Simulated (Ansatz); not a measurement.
Structures of equal composition on the (0001) surface of hcp Ti: a layer of Zn in place of the second plane; a layer of Zn in place of the third plane. The slabs share one bottom face, and each structure is named by its start. These are constructed structures in small cells; real faces may alloy, dewet or reconstruct in larger ones, and not all known structures of the face are among them. Slabs of about 12 Å with all that they carry, Fermi-Dirac smearing of 0.1 eV. Bottom of the slabs: a bare face, its two planes held. Relaxed from the named starts with such symmetry as they have, on meshes of like density; energies extrapolated to zero smearing; no spin-orbit coupling, no U. Spin-polarised runs, if any, are marked in brackets, and their order is one that fits the cell; the others ran without spin.

Level of theory: PBE (plane waves to 420 eV, PAW; Ansatz, a first-principles code).

Q: Order them by energy per 1x1 cell (lowest first) at the level PBE.

A: a layer of Zn in place of the third plane (0.000 eV), a layer of Zn in place of the second plane (0.250 eV)
